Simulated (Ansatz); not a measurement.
## Effect of electrons 5.0×10^21 cm⁻³ on MgS

Consider MgS in the rock salt structure (space group Fm-3m, No. 225; a = 5.1551 Å).

It is then changed as follows: 0.171 electrons added to each cell, a density of 5.0×10^21 cm⁻³, with a uniform compensating background at fixed cell and a 300 K Fermi–Dirac width.

Calculations: Ansatz (a program for electronic structure) PBE-D3(BJ), no spin-orbit coupling. Γ-centred 25×25×25 mesh, Fermi–Dirac width 0.0259 eV.

| quantity | base | changed | shift |
|---|---|---|---|
| gap between the host's bands | 2.85 eV | 2.83 eV | -0.014 eV |
| gap character | indirect, Γ → X | indirect, Γ → X | – |
| valley order (the lowest conduction-band minima on the path, energy above the VBM, named in the base's zone) | X along ⟨100⟩ 2.85 eV; Γ 3.95 eV | X along ⟨100⟩ 2.83 eV; Γ 3.91 eV | – |
| Fermi level relative to the doped band's edge (positive inside the band; to 0.05 eV) | – | +1.05 eV | – |

Final structure:

```yaml
crystal:
  lattice:
    - [0.00000, 2.57757, 2.57757]
    - [2.57757, 0.00000, 2.57757]
    - [2.57757, 2.57757, 0.00000]
  atoms:
    - { symbol: Mg, position: [0.50000, 0.50000, 0.50000] }
    - { symbol: S, position: [0.00000, 0.00000, 0.00000] }
```
Cell charge -0.17125.

Cost of the whole job for the changed cell (relaxation, final SCF and bands): around 20 core-seconds (rough).

Carriers are added with a uniform compensating background; total energy and stress of such cells depend on the potential's zero and are not compared; many-body gap narrowing is missing at this level. Whether these cells are dynamically stable was not tested. The base started in Pnma and relaxed to Fm-3m at this level.
